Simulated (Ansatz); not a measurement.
**Fluorite PbF2 (high-temperature phase)**

Method: r²SCAN+rVV10 (Ansatz, a quantum-chemistry and plane-wave program, PAW).

Numerical settings: plane-wave cutoff 500 eV, 12×12×12 k mesh, Fermi–Dirac smearing 0.05 eV, scalar-relativistic PAW data made under PBE.

Cell: relaxed at this level.

```
Property                                              Value
------------------------------  ---------------------------
volume per atom                               17.05 Å³/atom
equilibrium lattice constant a                      5.892 Å
band gap                        4.88 eV (on the SCF k mesh)
```

Measured, for comparison: equilibrium volume per atom 17.46 Å³/atom, lattice constant a 5.94 Å (temperature not stated, not corrected to a static lattice; as tabulated in Cadelano and Cappellini (2011), arXiv:1107.5962). Computed (rounded) less measured: equilibrium volume per atom -2.3 %, lattice constant a -0.8 %. A static lattice is as a rule a little smaller and stiffer than an uncorrected measurement, which narrows the difference in the lattice constant a and would widen misses of the other sign.

Spin–orbit coupling is not included; with these elements it can move the gap by several tenths of an eV or more.
